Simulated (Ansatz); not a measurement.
Li2O (antifluorite type), cell Li64O32, with the crystal as the starting point [in the run: part of the species diffused; mean temperature 1467 K (target 1570 K); density 1.67 g/cm³, volume +21 % from the start crystal's; Γ point only, which a denser mesh shifts by 0.0 GPa in pressure and 0.00 eV/Å in forces].  Bonds are counted up to Li-O 2.70 Å.

Task: What distribution of Li-O-Li angles does Ansatz (a program for electronic structure) with PBE give?

Result: mean 101°, standard deviation 32°.
```
angle (°) | p (1/°)
      1.5 |  0.0000
      4.5 |  0.0000
      7.5 |  0.0000
     10.5 |  0.0000
     13.5 |  0.0000
     16.5 |  0.0000
     19.5 |  0.0000
     22.5 |  0.0000
     25.5 |  0.0000
     28.5 |  0.0000
     31.5 |  0.0000
     34.5 |  0.0000
     37.5 |  0.0000
     40.5 |  0.0000
     43.5 |  0.0001
     46.5 |  0.0001
     49.5 | # 0.0007
     52.5 | ### 0.0015
     55.5 | ###### 0.0036
     58.5 | ########### 0.0067
     61.5 | ################# 0.0102
     64.5 | ######################## 0.0143
     67.5 | ############################ 0.0169
     70.5 | ############################## 0.0182
     73.5 | ############################ 0.0173
     76.5 | ######################### 0.0150
     79.5 | ###################### 0.0136
     82.5 | ################### 0.0118
     85.5 | ################## 0.0106
     88.5 | ############### 0.0093
     91.5 | ############## 0.0086
     94.5 | ############### 0.0088
     97.5 | ############### 0.0092
    100.5 | ################ 0.0099
    103.5 | ################# 0.0105
    106.5 | ################## 0.0110
    109.5 | ################## 0.0108
    112.5 | ################# 0.0106
    115.5 | ################# 0.0102
    118.5 | ############### 0.0094
    121.5 | ############## 0.0085
    124.5 | ############ 0.0075
    127.5 | ########## 0.0059
    130.5 | ######## 0.0049
    133.5 | ####### 0.0041
    136.5 | ###### 0.0035
    139.5 | ##### 0.0030
    142.5 | ##### 0.0029
    145.5 | ##### 0.0028
    148.5 | ##### 0.0031
    151.5 | ###### 0.0034
    154.5 | ####### 0.0041
    157.5 | ####### 0.0044
    160.5 | ######## 0.0050
    163.5 | ######## 0.0052
    166.5 | ######## 0.0050
    169.5 | ####### 0.0043
    172.5 | ###### 0.0035
    175.5 | #### 0.0023
    178.5 | # 0.0009
```
